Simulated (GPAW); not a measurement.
A self-consistent single point of C (Fd-3m, 2 atoms in the cell) with GPAW.

Method: PBE, GPAW PAW datasets PBE (gpaw-data 1.0.1) (plane waves; GPAW 25.7.0).

The change in words: lattice scaled by 0.98. Reference geometry:
```
C
1.0
    0.00000     1.78038     1.78038
    1.78038     0.00000     1.78038
    1.78038     1.78038     0.00000
C
2
Direct
  0.50000   0.50000   0.50000
  0.75000   0.75000   0.75000
```

Reference input (self-consistent single point, DFT PBE, plane waves, GPAW PAW datasets PBE (gpaw-data 1.0.1)): mode = pw; ecut = 950 eV; xc = PBE; kpts = 13 13 13; mesh shift (steps) = 0 0 0; occupations.name = fermi-dirac; occupations.width = 0.01 eV; nbands = -8; convergence.bands = -6; symmetry.symmorphic = false; symmetry.tolerance = 0.0005; maxiter = 100. This run's input differs from it in these lines:

```diff
@@ -5,5 +5,5 @@
 atoms = Atoms(['C', 'C'],
-              cell=[[0.000000, 1.780375, 1.780375],
-                    [1.780375, 0.000000, 1.780375],
-                    [1.780375, 1.780375, 0.000000]],
+              cell=[[0.000000, 1.744768, 1.744768],
+                    [1.744768, 0.000000, 1.744768],
+                    [1.744768, 1.744768, 0.000000]],
               scaled_positions=[[0.500000, 0.500000, 0.500000],
```

The program printed (abridged):

```
     iter     time        total  log10-change:
                         energy   eigst   dens
iter:   1 --:--:--   -18.737380   +1.22
iter:   2 --:--:--   -18.654554   -0.78  -0.82
iter:   3 --:--:--   -18.133507   -0.90  -0.84
iter:   4 --:--:--   -18.125698   -3.48  -1.71
iter:   5 --:--:--   -18.131780   -2.71  -1.73
iter:   6 --:--:--   -18.130417   -3.55  -2.18
iter:   7 --:--:--   -18.130499c  -4.64  -3.32
iter:   8 --:--:--   -18.130436c  -4.24  -2.85
iter:   9 --:--:--   -18.130436c  -6.35  -4.71c
iter:  10 --:--:--   -18.130436c  -8.24c -4.69c
Converged after 10 iterations.

Dipole moment: (2.111255, 2.111255, 2.111255) |e|*Ang

Energy contributions relative to reference atoms: (reference = -2055.256231)

Kinetic:        +23.156195
Potential:      -20.588440
External:        +0.000000
XC:             -20.733346
Entropy (-ST):   -0.000000
Local:           +0.035155
SIC:             +0.000000
--------------------------
Free energy:    -18.130436
Extrapolated:   -18.130436

Showing only first 2 kpts
 Kpt  Band  Eigenvalues  Occupancy
  0     2     13.19138    2.00000
  0     3     13.19138    2.00000
  0     4     18.97187    0.00000
  0     5     18.97187    0.00000

  1     2     12.33201    2.00000
  1     3     12.66735    2.00000
  1     4     18.80221    0.00000
  1     5     20.03363    0.00000

Fermi level: 14.22530

Gap: 4.289 eV
Transition (v -> c):
   [... lines left out ...]
Direct/indirect transitions are different
Direct gap: 5.780 eV
Transition at: (s=0, k=0, n=3, [0.00, 0.00, 0.00])
Energy (eV): -18.130436

Forces in eV/Ang:
  0 C    -0.00000    0.00000    0.00000
  1 C     0.00000   -0.00000   -0.00000

Stress tensor:
    -0.213849    -0.000000     0.000000
    -0.000000    -0.213849     0.000000
     0.000000     0.000000    -0.213849
Stress (GPa, Voigt): [-34.2624 -34.2624 -34.2624   0.       0.      -0.    ]
```

The run converged in 10 iterations. GPAW prints stress with tension positive. Against the reference run the free energy goes up by 39.5 meV/atom and the gap on the mesh goes from 4.155 to 4.289 eV.

At such cutoffs GPAW's stress carries a finite-basis (Pulay) error, which enters relaxed cells too; its log prints stress with tension positive.

The starting cell comes from a database of computed structures (which also holds hypothetical and non-ambient phases and stackings), without a prior relaxation at this level. For this run, on top of that: lattice scaled by 0.98.
